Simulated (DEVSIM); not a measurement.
## abrupt GaP n-p junction

Device: abrupt GaP n-p junction, at 300 K.

```
layer (left to right)  material  thickness (μm)  Nd (cm⁻³)  Na (cm⁻³)  τn (s)  τp (s)
---------------------  --------  --------------  ---------  ---------  ------  ------
1                           GaP            1.30     1.7e18          -  3.4e-7  3.4e-7
2                           GaP           0.200          -     2.1e17  3.4e-7  3.4e-7
```

Left contact: ohmic. Right contact: ohmic. Voltage is applied to the left contact. Recombination: SRH at mid-gap. Mobility is μmin + (μ − μmin)/(1 + (N/Nref)^α).

The device is made up for the run: typed textbook-type constants, with dimensions and the other settings drawn at random. Values at 300 K.

```tsv
parameter	GaP
gap (eV)	2.26
affinity (eV)	3.8
permittivity	11.1
Nc (cm⁻³)	1.8e19
Nv (cm⁻³)	1.9e19
μn (cm²/Vs)	250
μp (cm²/Vs)	150
μn,min	10
μp,min	10
Nref,n	4.4e18
Nref,p	1e18
αn	0.8
αp	0.85
```

DEVSIM, 1D drift-diffusion, Boltzmann statistics, complete ionisation; no tunnelling, impact ionisation, image-force lowering or self-heating.

- Potential step across the device at zero bias = 2.083 V
- Largest field in the device at zero bias = 350000 V/cm
- Dark forward voltage at 1 A/cm² = 1.785 V
- Dark forward voltage at 100 A/cm² = 1.906 V

Dark forward current:

```
V (V)  J (A/cm²)
-----  ---------
-0.70   -1.3e-13
-0.75   -3.6e-13
-0.80   -9.6e-13
-0.85   -2.6e-12
-0.90   -7.0e-12
-0.95   -1.9e-11
-1.00   -5.1e-11
-1.05   -1.4e-10
-1.10   -3.7e-10
-1.15    -1.0e-9
-1.20    -2.9e-9
-1.25    -8.6e-9
-1.30    -2.9e-8
-1.35    -1.1e-7
-1.40    -5.4e-7
-1.45    -3.1e-6
-1.50    -1.9e-5
-1.55   -0.00013
-1.60   -0.00084
-1.65    -0.0057
-1.70     -0.039
-1.75      -0.26
-1.80       -1.8
-1.85        -12
-1.90        -79
-1.95       -500
-2.00      -2500
```

Small-signal capacitance in reverse bias (quasi-static):

| V (V) | C (nF/cm²) |
|---|---|
| 0.04 | 84.3 |
| 0.1 | 83.1 |
| 0.2 | 81.2 |
| 0.3 | 79.5 |
| 0.4 | 77.8 |
| 0.6 | 74.8 |
| 0.8 | 72.1 |
| 1 | 69.7 |
| 1.3 | 66.5 |
| 1.6 | 63.7 |
| 2 | 60.4 |
